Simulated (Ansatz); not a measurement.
Structures of equal composition on the (111) surface of fcc Rh: a pseudomorphic layer of Pd in the host's stacking; a pseudomorphic layer of Pd in the other hollow. The slabs share one bottom face, and each structure is named by its start. These are constructed structures in small cells; real faces may alloy, dewet or reconstruct in larger ones, and not all known structures of the face are among them. Slabs of about 11 Å, Fermi-Dirac smearing of 0.1 eV. Bottom of the slabs: a bare face, its two planes held. Relaxed from the named starts with such symmetry as they have, on meshes of like density; energies extrapolated to zero smearing; spin only where a row says so; no spin-orbit coupling, no U. Brackets mark spin-polarised runs, whose order is one that fits the cell.

These are PBE (plane waves to 420 eV, PAW; Ansatz, a first-principles code) values and carry that method's errors.

**Question.** Rank these by energy per 1x1 cell (lowest first), as PBE gives it.

**Answer.** a pseudomorphic layer of Pd in the host's stacking (0.000 eV), a pseudomorphic layer of Pd in the other hollow (0.035 eV)
